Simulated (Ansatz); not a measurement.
Results of revPBE (Ansatz, an electronic-structure program, PAW) for hcp Gd.

Settings: plane-wave cutoff 520 eV, 18×18×10 k mesh (along the axes of the cell as run), Fermi–Dirac smearing 0.05 eV, spin-polarised with parallel moments, scalar-relativistic PAW data made under PBE.

Computed at the level's own relaxed cell.

**Question.** Estimate the pressure derivative B′ of the bulk modulus, bulk modulus and equilibrium volume per atom that the calculation returns.

**Answer.** 
* **pressure derivative B′ of the bulk modulus**: 3.6
* **bulk modulus**: 31.1 GPa
* **equilibrium volume per atom**: 34.93 Å³/atom

The run finds no gap.

Measured, for comparison: bulk modulus 37.9 GPa (room temperature, not corrected to a static lattice; as tabulated in Wikipedia's data pages); equilibrium volume per atom 33.05 Å³/atom (room temperature, not corrected to a static lattice; as tabulated in Söderlind et al. (2014), doi:10.1088/0953-8984/26/41/416001). Computed (rounded) less measured: bulk modulus -18 %, equilibrium volume per atom +5.7 %.

Note: the 4f shell is treated without U or exact exchange, so its levels and filling can be wrong; the collinear magnetic order is the start's and need not be the measured one; the bulk modulus comes from volumes at which shape and atoms were relaxed.

Spin–orbit coupling is not included.

Static lattice: no zero-point or thermal effects.
